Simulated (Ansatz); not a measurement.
Base system: ZnS in the wurtzite structure (space group P6_3mc, No. 186).

```
ZnS
1.0
    3.78216     0.00000     0.00000
   -1.89108     3.27545     0.00000
    0.00000     0.00000     6.20765
Zn S
2 2
Direct
  0.33333   0.66667   0.00042
  0.66667   0.33333   0.50042
  0.33333   0.66667   0.37458
  0.66667   0.33333   0.87458
```

Cartesian axes are those of the cell as printed.

Computed with PBEsol/PAW in Ansatz (an electronic-structure program), no SOC.

Base values:

Band gap: 2.15 eV

The change: a pure shear with ε_xz = ε_zx = 0.0133; the atoms relax in the strained cell.

Q: What does the calculation give for the band gap after the change?

A: The band gap falls by 0.03 eV to 2.12 eV.

Q: What happens to the energy relative to the base?

A: The energy grows by 1.2 meV/atom.

Q: Estimate the effect on the stress.

A: The stress (xx, yy, zz, yz, xz, xy; compression positive) amounts to (-0.03, 0.01, 0.01, 0.00, -0.76, 0.00) GPa.

Stability against distortions was not tested.
